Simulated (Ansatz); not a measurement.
**Random Si-Ge alloy, 4x4x4 cubic cells, lattice parameter by Vegard's rule**

Prepared with Tersoff's 1989 multicomponent potential (SiCGe.tersoff) (LAMMPS): minimisation. Geometry as solved with PBE, support functions at accuracy medium on the grid of 370 eV run with Ansatz (a first-principles code).

```xyz
512
Lattice="22.69 0.00 0.00 0.00 22.69 0.00 0.00 0.00 22.69" Properties=species:S:1:pos:R:3 pbc="T T T"
Ge     0.02    -0.02    -0.01
Ge     1.46     1.37     1.46
Ge     2.84     2.83     0.01
Ge     4.24     4.30     1.44
Si     2.87    -0.03     2.86
Ge     4.26     1.38     4.28
Ge     0.02     2.84     2.86
Ge     1.46     4.30     4.26
Ge     0.01     0.02     5.71
Ge     1.41     1.47     7.16
Ge     2.88     2.87     5.73
Si     4.26     4.25     7.19
Ge     2.86     0.03     8.58
Si     4.25     1.50     9.95
Si     0.03     2.90     8.56
Si     1.43     4.27     9.93
Ge     0.00    -0.01    11.31
Ge     1.44     1.45    12.72
Si     2.83     2.88    11.29
Ge     4.23     4.30    12.71
Ge     2.80     0.00    14.20
Ge     4.26     1.42    15.60
Ge    -0.02     2.83    14.20
Ge     1.42     4.31    15.59
Si    -0.01     0.00    16.96
Ge     1.41     1.38    18.38
Ge     2.86     2.88    17.04
Si     4.28     4.29    18.41
Ge     2.84    -0.07    19.82
Ge     4.25     1.41    21.25
Ge     0.00     2.85    19.81
Ge     1.43     4.26    21.26
Ge     0.04     5.72     0.02
Si     1.40     7.11     1.48
Ge     2.79     8.50     0.05
Ge     4.23     9.94     1.46
Si     2.81     5.71     2.82
Ge     4.21     7.06     4.26
Si     0.02     8.49     2.86
Ge     1.39     9.95     4.27
Ge     0.02     5.74     5.70
Si     1.48     7.06     7.15
Ge     2.83     8.52     5.74
Si     4.29     9.92     7.11
Si     2.84     5.65     8.53
Si     4.26     7.06     9.87
Ge     0.04     8.48     8.50
Ge     1.40     9.95     9.96
Si     0.04     5.62    11.34
Ge     1.42     7.03    12.76
Ge     2.86     8.46    11.31
Ge     4.24     9.92    12.77
Si     2.86     5.69    14.18
Si     4.24     7.03    15.59
Ge    -0.05     8.50    14.14
Ge     1.40     9.94    15.56
Si    -0.04     5.71    16.95
Ge     1.37     7.09    18.40
Ge     2.84     8.48    16.96
Ge     4.23     9.98    18.40
Ge     2.86     5.67    19.81
Ge     4.25     7.11    21.29
Si     0.02     8.52    19.83
Ge     1.42     9.93    21.23
Ge     0.01    11.36     0.00
Ge     1.42    12.76     1.50
Ge     2.79    14.18     0.00
Ge     4.23    15.61     1.44
Si     2.86    11.35     2.89
Si     4.26    12.69     4.28
Si    -0.02    14.17     2.86
Ge     1.42    15.60     4.21
Si    -0.04    11.39     5.63
Ge     1.39    12.75     7.06
Ge     2.86    14.14     5.63
Ge     4.28    15.57     7.09
Ge     2.85    11.33     8.49
Ge     4.22    12.82     9.94
Ge     0.00    14.15     8.58
Si     1.42    15.58     9.96
Si    -0.01    11.36    11.39
Si     1.38    12.79    12.74
Si     2.76    14.18    11.35
Ge     4.19    15.56    12.77
Ge     2.83    11.42    14.17
Si     4.26    12.77    15.64
Si     0.04    14.16    14.16
Ge     1.40    15.58    15.59
Ge     0.00    11.36    17.02
Ge     1.41    12.79    18.48
Ge     2.88    14.20    17.04
Si     4.24    15.67    18.44
Si     2.82    11.35    19.84
Ge     4.21    12.76    21.25
Si    -0.05    14.21    19.83
Ge     1.40    15.61    21.20
Ge    -0.02    17.02    -0.05
Ge     1.46    18.42     1.39
Si     2.87    19.80    -0.04
Ge     4.23    21.22     1.42
Si     2.83    17.02     2.82
Ge     4.25    18.43     4.22
Ge     0.03    19.85     2.83
Ge     1.45    21.29     4.27
Ge     0.02    17.02     5.72
Si     1.43    18.43     7.11
Ge     2.84    19.84     5.71
Ge     4.28    21.32     7.09
Ge     2.79    16.98     8.51
Ge     4.23    18.43     9.93
Ge     0.06    19.86     8.53
Si     1.43    21.29     9.94
Ge     0.03    17.02    11.36
Si     1.43    18.45    12.76
Ge     2.80    19.87    11.36
Ge     4.26    21.27    12.80
Ge     2.83    17.08    14.19
Si     4.26    18.48    15.59
Ge     0.03    19.85    14.17
Si     1.37    21.30    15.60
Ge    -0.04    16.97    17.07
Ge     1.43    18.42    18.47
Ge     2.83    19.89    16.98
Si     4.26    21.25    18.42
Si     2.88    17.02    19.85
Si     4.22    18.42    21.25
Si    -0.02    19.80    19.86
Ge     1.42    21.18    21.27
Ge     5.67    -0.03     0.00
Ge     7.10     1.40     1.44
Ge     8.49     2.87    -0.01
Ge     9.91     4.30     1.46
Si     8.49    -0.01     2.85
Ge     9.87     1.39     4.29
Ge     5.67     2.85     2.86
Ge     7.13     4.27     4.28
Si     5.69     0.04     5.71
Si     7.03     1.47     7.09
Si     8.46     2.80     5.71
Ge     9.87     4.22     7.09
Ge     8.47     0.05     8.46
Ge     9.91     1.43     9.93
Si     5.65     2.84     8.53
Si     7.01     4.23     9.94
Ge     5.65     0.07    11.36
Si     7.09     1.43    12.76
Ge     8.47     2.87    11.37
Si     9.93     4.22    12.79
Ge     8.48     0.02    14.17
Ge     9.97     1.42    15.57
Ge     5.68     2.84    14.13
Ge     7.06     4.28    15.61
Ge     5.67    -0.03    17.04
Ge     7.11     1.43    18.44
Ge     8.56     2.87    17.02
Si     9.95     4.28    18.42
Ge     8.53    -0.01    19.85
Ge     9.95     1.45    21.27
Ge     5.68     2.90    19.84
Si     7.10     4.26    21.27
Ge     5.74     5.69     0.01
Si     7.12     7.07     1.46
Ge     8.50     8.48     0.03
Ge     9.94     9.92     1.42
Si     8.51     5.73     2.87
Si     9.87     7.11     4.27
Ge     5.70     8.48     2.85
Ge     7.09     9.92     4.33
Ge     5.64     5.65     5.73
Ge     7.07     7.14     7.10
Si     8.54     8.50     5.69
Si     9.90     9.88     7.06
Ge     8.44     5.64     8.55
Ge     9.89     7.08     9.97
Si     5.62     8.50     8.50
Ge     7.06     9.87     9.91
Si     5.64     5.68    11.26
Ge     7.07     7.06    12.69
Si     8.48     8.50    11.35
Ge     9.87     9.92    12.78
Ge     8.52     5.66    14.15
Ge     9.95     7.07    15.62
Ge     5.65     8.46    14.20
Ge     7.07     9.96    15.60
Si     5.61     5.66    16.99
Ge     7.03     7.05    18.40
Ge     8.49     8.50    17.03
Ge     9.90     9.95    18.46
Ge     8.50     5.64    19.83
Ge     9.93     7.08    21.27
Ge     5.65     8.54    19.84
Ge     7.11     9.94    21.26
Ge     5.65    11.35    -0.01
Ge     7.07    12.78     1.43
Ge     8.49    14.20    -0.01
Ge     9.91    15.63     1.43
Ge     8.50    11.34     2.85
Ge     9.94    12.77     4.27
Ge     5.65    14.17     2.91
Si     7.10    15.62     4.24
Si     5.62    11.31     5.69
Ge     7.02    12.76     7.08
Ge     8.47    14.21     5.65
Ge     9.96    15.62     7.06
Ge     8.49    11.29     8.45
Ge     9.92    12.73     9.90
Si     5.66    14.18     8.52
Ge     7.08    15.59     9.89
Ge     5.67    11.35    11.35
Ge     7.10    12.75    12.80
Ge     8.51    14.18    11.35
Ge     9.93    15.63    12.78
Si     8.50    11.34    14.19
Ge     9.91    12.76    15.58
Ge     5.66    14.19    14.24
Si     7.06    15.62    15.62
Si     5.64    11.37    16.99
Ge     7.06    12.74    18.43
Ge     8.48    14.21    17.01
Ge     9.93    15.68    18.42
Si     8.50    11.36    19.85
Ge     9.91    12.75    21.26
Ge     5.63    14.23    19.82
Ge     7.10    15.66    21.22
Ge     5.65    17.05    -0.01
Ge     7.09    18.44     1.48
Ge     8.54    19.81    -0.01
Ge     9.91    21.29     1.45
Si     8.48    16.99     2.86
Ge     9.91    18.38     4.26
Si     5.66    19.87     2.85
Ge     7.06    21.30     4.26
Ge     5.72    17.02     5.66
Si     7.08    18.44     7.08
Ge     8.49    19.84     5.69
Ge     9.96    21.26     7.11
Ge     8.51    17.06     8.47
Ge     9.94    18.49     9.90
Ge     5.68    19.83     8.49
Ge     7.07    21.31     9.92
Ge     5.65    16.99    11.35
Ge     7.06    18.45    12.81
Ge     8.49    19.88    11.36
Ge     9.94    21.28    12.78
Ge     8.51    17.03    14.26
Si     9.94    18.43    15.67
Si     5.64    19.84    14.21
Ge     7.09    21.20    15.60
Ge     5.67    17.06    17.02
Si     7.13    18.44    18.42
Si     8.52    19.80    17.02
Ge     9.93    21.26    18.36
Si     8.51    17.09    19.83
Si     9.91    18.41    21.24
Ge     5.65    19.81    19.81
Ge     7.09    21.23    21.26
Ge    11.35    -0.01     0.00
Ge    12.79     1.39     1.45
Ge    14.17     2.85    -0.02
Ge    15.57     4.29     1.43
Si    14.19    -0.04     2.85
Ge    15.56     1.38     4.29
Ge    11.33     2.82     2.86
Ge    12.79     4.25     4.27
Ge    11.39    -0.03     5.64
Ge    12.81     1.42     7.09
Si    14.19     2.83     5.69
Ge    15.60     4.19     7.12
Ge    14.24    -0.02     8.54
Si    15.65     1.41     9.97
Ge    11.36     2.84     8.51
Ge    12.81     4.22     9.97
Ge    11.39    -0.02    11.32
Ge    12.79     1.47    12.76
Si    14.25     2.80    11.32
Ge    15.63     4.24    12.71
Ge    14.18     0.00    14.22
Si    15.64     1.38    15.60
Si    11.32     2.85    14.14
Ge    12.71     4.24    15.58
Si    11.36    -0.03    16.97
Ge    12.74     1.39    18.38
Ge    14.21     2.80    16.97
Ge    15.64     4.24    18.42
Ge    14.19    -0.01    19.83
Ge    15.62     1.44    21.24
Ge    11.37     2.89    19.82
Si    12.78     4.25    21.26
Ge    11.38     5.64    -0.02
Ge    12.80     7.07     1.43
Ge    14.20     8.54    -0.03
Ge    15.60    10.02     1.41
Si    14.18     5.67     2.85
Ge    15.58     7.08     4.25
Ge    11.34     8.48     2.87
Ge    12.79     9.96     4.23
Ge    11.29     5.68     5.65
Ge    12.73     7.09     7.10
Ge    14.19     8.53     5.69
Ge    15.63     9.93     7.16
Ge    14.20     5.68     8.53
Ge    15.68     7.11     9.96
Ge    11.30     8.52     8.51
Ge    12.80     9.92     9.93
Ge    11.33     5.64    11.40
Ge    12.80     7.12    12.74
Si    14.21     8.50    11.31
Ge    15.62     9.90    12.70
Ge    14.19     5.66    14.16
Ge    15.64     7.04    15.61
Ge    11.37     8.53    14.20
Si    12.78     9.93    15.60
Si    11.33     5.64    17.04
Ge    12.75     7.07    18.42
Ge    14.19     8.51    17.00
Ge    15.64     9.94    18.44
Ge    14.21     5.68    19.89
Si    15.62     7.14    21.25
Ge    11.37     8.55    19.88
Si    12.79     9.94    21.28
Ge    11.40    11.35     0.00
Si    12.80    12.77     1.43
Ge    14.18    14.18    -0.01
Ge    15.62    15.64     1.42
Si    14.17    11.41     2.83
Si    15.59    12.75     4.22
Ge    11.39    14.19     2.82
Ge    12.80    15.65     4.26
Ge    11.33    11.32     5.70
Ge    12.81    12.73     7.12
Ge    14.24    14.17     5.66
Si    15.60    15.60     7.08
Si    14.20    11.34     8.53
Ge    15.64    12.72     9.92
Ge    11.37    14.18     8.51
Ge    12.80    15.60     9.95
Ge    11.35    11.34    11.36
Ge    12.79    12.78    12.79
Ge    14.26    14.19    11.37
Si    15.65    15.62    12.77
Ge    14.20    11.30    14.20
Ge    15.63    12.75    15.61
Ge    11.37    14.23    14.22
Si    12.75    15.65    15.62
Ge    11.37    11.33    17.01
Ge    12.77    12.78    18.45
Ge    14.17    14.22    17.00
Ge    15.61    15.60    18.46
Ge    14.23    11.37    19.91
Si    15.64    12.78    21.32
Ge    11.34    14.22    19.86
Si    12.76    15.59    21.28
Ge    11.34    17.02    -0.04
Ge    12.79    18.42     1.44
Ge    14.22    19.87     0.04
Si    15.57    21.30     1.46
Si    14.22    17.05     2.85
Si    15.58    18.42     4.24
Ge    11.37    19.86     2.88
Si    12.81    21.28     4.23
Si    11.36    17.03     5.66
Ge    12.73    18.47     7.08
Ge    14.22    19.89     5.66
Si    15.63    21.28     7.10
Ge    14.20    17.02     8.48
Ge    15.60    18.45     9.97
Si    11.38    19.90     8.54
Si    12.80    21.24     9.92
Ge    11.36    17.06    11.35
Ge    12.79    18.49    12.78
Si    14.17    19.89    11.33
Ge    15.60    21.31    12.71
Ge    14.20    16.99    14.17
Ge    15.61    18.44    15.60
Ge    11.33    19.86    14.26
Si    12.75    21.29    15.63
Si    11.37    17.05    17.00
Si    12.74    18.41    18.41
Ge    14.13    19.85    17.02
Ge    15.63    21.28    18.38
Ge    14.12    17.02    19.86
Ge    15.62    18.41    21.30
Ge    11.33    19.80    19.82
Ge    12.77    21.23    21.26
Ge    16.98    -0.02     0.03
Ge    18.42     1.42     1.43
Ge    19.85     2.84     0.00
Ge    21.30     4.27     1.42
Ge    19.84    -0.02     2.85
Ge    21.27     1.41     4.28
Ge    17.00     2.85     2.87
Ge    18.46     4.28     4.29
Si    16.97    -0.01     5.73
Ge    18.36     1.41     7.15
Ge    19.85     2.82     5.73
Ge    21.30     4.26     7.14
Ge    19.83    -0.01     8.56
Ge    21.28     1.48     9.92
Si    16.99     2.83     8.59
Si    18.37     4.24     9.95
Si    17.05     0.03    11.34
Si    18.42     1.39    12.75
Ge    19.79     2.85    11.36
Ge    21.26     4.29    12.76
Ge    19.84     0.02    14.20
Si    21.28     1.40    15.62
Ge    17.03     2.79    14.17
Ge    18.49     4.26    15.58
Si    17.02     0.01    16.96
Ge    18.44     1.43    18.36
Si    19.89     2.81    16.96
Ge    21.28     4.26    18.34
Ge    19.86     0.00    19.83
Ge    21.28     1.43    21.26
Si    17.04     2.82    19.81
Ge    18.42     4.23    21.23
Ge    17.00     5.70    -0.04
Ge    18.45     7.10     1.41
Ge    19.86     8.54    -0.02
Ge    21.31     9.92     1.45
Ge    19.91     5.72     2.88
Si    21.33     7.14     4.26
Ge    17.01     8.54     2.82
Ge    18.45     9.96     4.24
Ge    17.01     5.68     5.72
Ge    18.44     7.13     7.14
Ge    19.89     8.51     5.65
Ge    21.31     9.95     7.07
Ge    19.82     5.64     8.57
Ge    21.31     7.06     9.97
Si    17.07     8.56     8.56
Si    18.43     9.92     9.95
Si    17.09     5.67    11.36
Si    18.48     7.04    12.76
Ge    19.85     8.53    11.38
Si    21.29     9.95    12.74
Si    19.87     5.72    14.17
Si    21.25     7.07    15.57
Ge    17.06     8.46    14.14
Ge    18.44     9.94    15.59
Si    17.05     5.64    17.02
Ge    18.39     7.09    18.44
Ge    19.87     8.48    16.99
Ge    21.29     9.90    18.45
Ge    19.87     5.67    19.82
Ge    21.31     7.13    21.24
Si    17.00     8.50    19.86
Ge    18.37     9.96    21.27
Si    17.03    11.41     0.00
Si    18.45    12.78     1.35
Si    19.81    14.20    -0.01
Ge    21.27    15.54     1.40
Ge    19.88    11.43     2.82
Si    21.29    12.82     4.27
Ge    17.03    14.12     2.82
Ge    18.46    15.55     4.29
Ge    17.00    11.38     5.66
Ge    18.49    12.79     7.08
Si    19.91    14.17     5.67
Ge    21.25    15.59     7.14
Ge    19.87    11.33     8.57
Si    21.31    12.71     9.97
Ge    17.03    14.22     8.48
Ge    18.44    15.66     9.95
Si    17.05    11.30    11.31
Ge    18.43    12.73    12.71
Ge    19.89    14.16    11.32
Ge    21.31    15.56    12.79
Ge    19.89    11.35    14.16
Ge    21.29    12.83    15.60
Ge    17.06    14.20    14.18
Si    18.47    15.58    15.61
Si    17.04    11.35    17.01
Ge    18.45    12.79    18.38
Si    19.87    14.24    17.01
Si    21.23    15.57    18.47
Ge    19.85    11.35    19.84
Ge    21.26    12.82    21.28
Ge    17.05    14.19    19.91
Si    18.47    15.62    21.30
Si    17.05    16.98    -0.04
Ge    18.41    18.41     1.38
Ge    19.88    19.80    -0.06
Ge    21.26    21.24     1.40
Ge    19.85    16.99     2.83
Ge    21.29    18.43     4.25
Ge    16.96    19.85     2.84
Ge    18.38    21.29     4.31
Ge    16.98    17.01     5.67
Ge    18.44    18.42     7.13
Ge    19.85    19.85     5.69
Ge    21.28    21.27     7.12
Si    19.85    17.03     8.53
Ge    21.25    18.45     9.93
Ge    17.04    19.91     8.55
Si    18.44    21.30    10.00
Si    17.00    17.02    11.38
Ge    18.44    18.44    12.74
Si    19.82    19.87    11.33
Ge    21.24    21.25    12.74
Ge    19.85    16.98    14.19
Ge    21.28    18.43    15.60
Ge    17.04    19.90    14.18
Si    18.42    21.32    15.61
Ge    17.07    16.99    17.01
Ge    18.50    18.39    18.46
Ge    19.84    19.89    17.00
Ge    21.34    21.27    18.43
Si    19.89    16.96    19.89
Si    21.27    18.40    21.21
Ge    17.03    19.83    19.83
Ge    18.43    21.27    21.27
```
